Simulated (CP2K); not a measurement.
Input and output of a self-consistent single point for Li (Im-3m, 1 atom in the cell) (CP2K).

Computed with LDA (Pade form), GPW, DZVP-MOLOPT-SR-GTH basis, GTH-PADE potentials (GTH_POTENTIALS) in CP2K.

```yaml
crystal:
  lattice:
    - [3.02243, 0.00000, 0.00000]
    - [-1.00748, 2.84957, 0.00000]
    - [-1.00748, -1.42479, 2.46780]
  atoms:
    - { symbol: Li, position: [0.00000, 0.00000, 0.00000] }
```

Reference input (self-consistent single point, DFT PBE, GPW, DZVP-MOLOPT-SR-GTH basis, GTH-PBE potentials (GTH_POTENTIALS)): CUTOFF = 400 Ry; REL_CUTOFF = 50 Ry; SMEAR/METHOD = GAUSSIAN; SIGMA = 0.136 eV; KPOINTS/SCHEME = MONKHORST-PACK 11 11 11; XC_FUNCTIONAL = PBE; Li/BASIS_SET = DZVP-MOLOPT-SR-GTH-q3; Li/POTENTIAL = GTH-PBE-q3; METHOD = GPW; EPS_DEFAULT = 1e-10; NGRIDS = 4; SCF_GUESS = ATOMIC. This run's input differs from it in these lines:

```diff
@@ -43,3 +43,3 @@
     &XC
-      &XC_FUNCTIONAL PBE
+      &XC_FUNCTIONAL PADE
       &END XC_FUNCTIONAL
@@ -74,3 +74,3 @@
       BASIS_SET DZVP-MOLOPT-SR-GTH-q3
-      POTENTIAL GTH-PBE-q3
+      POTENTIAL GTH-PADE-q3
     &END KIND
```

Log, with long lists cut:

```
 SCF WAVEFUNCTION OPTIMIZATION

  Step     Update method      Time    Convergence         Total energy    Change
     1 NoMix/Diag. 0.30E+00      -     0.27175720        -7.4047917141 -7.40E+00
     2 Broy./Diag. 0.30E+00      -     0.00446201        -7.3754337079  2.94E-02
     3 Broy./Diag. 0.30E+00      -     0.01516889        -7.3665429957  8.89E-03
     4 Broy./Diag. 0.30E+00      -     0.00124898        -7.3645869695  1.96E-03
     5 Broy./Diag. 0.30E+00      -     0.00080750        -7.3638558924  7.31E-04
     6 Broy./Diag. 0.30E+00      -     0.00040366        -7.3638121498  4.37E-05
     7 Broy./Diag. 0.30E+00      -     0.00012771        -7.3637928426  1.93E-05
     8 Broy./Diag. 0.30E+00      -     0.00002165        -7.3637643722  2.85E-05
     9 Broy./Diag. 0.30E+00      -     0.00000538        -7.3637583860  5.99E-06
    10 Broy./Diag. 0.30E+00      -     0.00000516        -7.3637567327  1.65E-06
    11 Broy./Diag. 0.30E+00      -     0.00000050        -7.3637565132  2.20E-07
  *** SCF run converged in    11 steps ***

  Overlap energy of the core charge distribution:               0.00000000000000
  Self energy of the core charge distribution:                 -6.34713281491226
  Core Hamiltonian energy:                                      0.29761606201123
  Hartree energy:                                               0.39930877722452
  Exchange-correlation energy:                                 -1.71340053469592
  Smearing free energy correction:                             -0.00014800285762
  Fermi energy:                                                 0.00619031613758

  Total energy:                                                -7.36375651322548
  Total energy (extrapolated to sigma->0):                     -7.36368251179667

                     Mulliken Population Analysis

   [... lines left out ...]

 STRESS| Analytical stress tensor [bar]
 STRESS|                        x                   y                   z
 STRESS|      x       -1.01732939005E+04  -1.49471315371E-02  -2.72729512117E-04
 STRESS|      y       -1.49471315371E-02  -1.01732583471E+04   7.43291622152E-03
 STRESS|      z       -2.72729512117E-04   7.43291622152E-03  -1.01733004143E+04
 STRESS| 1/3 Trace                                            -1.01732842206E+04
```

The run converged in 11 iterations. Against the reference run the pressure goes from -0.17 to -1.02 GPa.

The starting cell has typed, rounded lattice constants, without a prior relaxation at this level. Values carry the incompleteness of an atom-centred basis.

Cost on one core of a shared machine: roughly 40 s.
